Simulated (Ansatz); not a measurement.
Results of BLYP (plane waves, PAW; Ansatz, an electronic-structure program) for CsCl-type NiAl.

Settings: plane-wave cutoff 520 eV, 20×20×20 k mesh, Fermi–Dirac smearing 0.05 eV, no spin polarisation, scalar-relativistic PAW data made under PBE.

Cell (relaxed at this level):

```
AlNi
1.0
    2.92254     0.00000     0.00000
    0.00000     2.92254     0.00000
    0.00000     0.00000     2.92254
Al Ni
1 1
Direct
  0.50000   0.50000   0.50000
  0.00000   0.00000   0.00000
```

### Question
Estimate the bulk modulus B0 and pressure derivative B′ of the bulk modulus that the calculation returns.

### Answer

- bulk modulus B0 = 142 GPa
- pressure derivative B′ of the bulk modulus = 4.5

The run finds no gap.

Measured, for comparison: bulk modulus 156 GPa (room temperature, no zero-point or thermal correction; as tabulated in Yamada et al. (2019), arXiv:1910.09660). Computed (rounded) less measured: bulk modulus -9 %.

The computed numbers hold no vibrational or temperature effects.
